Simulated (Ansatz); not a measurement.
The starting structures come from a database of crystals and need not be the phases stable at ambient conditions.

By PBEsol, the system below comes out a metal.

Without scattering a metal conducts by its projected Fermi surface.

Consider the following.

```
CELL_PARAMETERS angstrom
      3.06279     0.00000     0.00000
     -1.53140     2.65245     0.00000
      1.53140     0.88415     2.42574
ATOMIC_POSITIONS crystal
  Ti 0.00000 0.00000 0.00000
  C  0.00000 0.50000 0.50000
```

The cell is strained (lengths along the current scaled by 0.97, ions clamped); by PBEsol it stands under a pressure of 1.0 GPa.

The current flows along the normal of the first two printed cell vectors, the (111) (indices of the unstrained crystal) plane of the conventional cell. No spin-orbit coupling; the value is a mean over 0.1 eV about the Fermi level.

Estimate the ballistic conductance per area that PBEsol run with Ansatz (a first-principles code) returns for this system.

0.37 × 10¹⁵ S/m² for both spins.
